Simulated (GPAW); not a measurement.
A self-consistent single point of Ag3Pd (I4/mmm, 4 atoms in the cell) with GPAW.

Method of the run: LDA (Perdew-Wang 92), GPAW PAW datasets LDA (gpaw-data 1.0.1) (plane waves; GPAW).

The change in words: lattice scaled by 0.98. Reference geometry:
```xyz
4
Lattice="-2.0344 2.0344 4.0205 2.0344 -2.0344 4.0205 2.0344 2.0344 -4.0205" Properties=species:S:1:pos:R:3 pbc="T T T"
Ag     0.0000     2.0344     2.0102
Ag     2.0344     0.0000     2.0102
Ag     0.0000     0.0000     4.0205
Pd     0.0000     0.0000     0.0000
```

Reference input (self-consistent single point, DFT LDA (Perdew-Wang 92), plane waves, GPAW PAW datasets LDA (gpaw-data 1.0.1)): mode = pw; ecut = 550 eV; xc = LDA; kpts = 9 9 9; mesh shift (steps) = 0 0 0; occupations.name = fermi-dirac; occupations.width = 0.136 eV; nbands = -8; symmetry.symmorphic = false; symmetry.tolerance = 0.0005; maxiter = 100. This run's input differs from it in these lines:

```diff
@@ -5,8 +5,8 @@
 atoms = Atoms(['Ag', 'Ag', 'Ag', 'Pd'],
-              cell=[[-2.034425, 2.034425, 4.020455],
-                    [2.034425, -2.034425, 4.020455],
-                    [2.034425, 2.034425, -4.020455]],
-              positions=[[0.000000, 2.034425, 2.010228],
-                         [2.034425, 0.000000, 2.010228],
-                         [0.000000, 0.000000, 4.020455],
+              cell=[[-1.993736, 1.993736, 3.940046],
+                    [1.993736, -1.993736, 3.940046],
+                    [1.993736, 1.993736, -3.940046]],
+              positions=[[0.000000, 1.993736, 1.970023],
+                         [1.993736, 0.000000, 1.970023],
+                         [0.000000, 0.000000, 3.940046],
                          [0.000000, 0.000000, 0.000000]],
```

Output, abridged:

```
     iter     time        total  log10-change:
                         energy   eigst   dens
iter:   1 --:--:--   -19.680599
iter:   2 --:--:--   -18.862488   -1.84  -1.39
iter:   3 --:--:--   -17.575077   -1.07  -1.45
iter:   4 --:--:--   -17.423320   -2.18  -1.81
iter:   5 --:--:--   -17.311707   -2.12  -2.00
iter:   6 --:--:--   -17.319249   -2.75  -2.28
iter:   7 --:--:--   -17.234892   -2.53  -2.48
iter:   8 --:--:--   -17.233719   -4.55  -3.26
iter:   9 --:--:--   -17.233694c  -5.49  -3.42
iter:  10 --:--:--   -17.233673c  -5.80  -3.43
iter:  11 --:--:--   -17.233652c  -5.35  -3.51
iter:  12 --:--:--   -17.233628c  -6.28  -3.63
iter:  13 --:--:--   -17.233626c  -6.58  -3.92
iter:  14 --:--:--   -17.233606c  -6.46  -4.07c
iter:  15 --:--:--   -17.233613c  -7.63c -4.33c
Converged after 15 iterations.

Dipole moment: (0.000000, -0.000000, 0.000000) |e|*Ang

Energy contributions relative to reference atoms: (reference = -570491.674858)

Kinetic:         -5.776666
Potential:       -0.643353
External:        +0.000000
XC:             -10.906092
Entropy (-ST):   -0.069043
Local:           +0.127019
SIC:             +0.000000
--------------------------
Free energy:    -17.268135
Extrapolated:   -17.233613

Showing only first 2 kpts
 Kpt  Band  Eigenvalues  Occupancy
  0    31      7.39178    1.99985
  0    32      7.97235    1.98906
  0    33     10.88392    0.00000
  0    34     15.69591    0.00000

  1    31      7.35643    1.99988
  1    32      7.73818    1.99804
  1    33     11.73329    0.00000
  1    34     14.25995    0.00000

Fermi level: 8.67992

No gap
No difference between direct/indirect transitions
Energy (eV): -17.233613

Forces in eV/Ang:
  0 Ag    0.00000   -0.00000    0.00000
  1 Ag   -0.00000    0.00000    0.00000
  2 Ag    0.00000    0.00000   -0.00000
  3 Pd    0.00000   -0.00000    0.00000

Stress tensor:
     0.010316     0.000000     0.000000
     0.000000     0.010316     0.000000
     0.000000     0.000000     0.011537
Stress (GPa, Voigt): [1.6528 1.6528 1.8484 0.     0.     0.    ]
```

The run converged in 15 iterations. GPAW prints stress with tension positive. Against the reference run the free energy falls by 35.0 meV/atom and the pressure goes from -9.28 to -1.72 GPa.

The starting cell comes from a database of computed structures (which also holds hypothetical and non-ambient phases and stackings), without a prior relaxation at this level. For this run, on top of that: lattice scaled by 0.98. Spin polarisation is off.

Cost on one core of a shared machine: roughly 2 min.
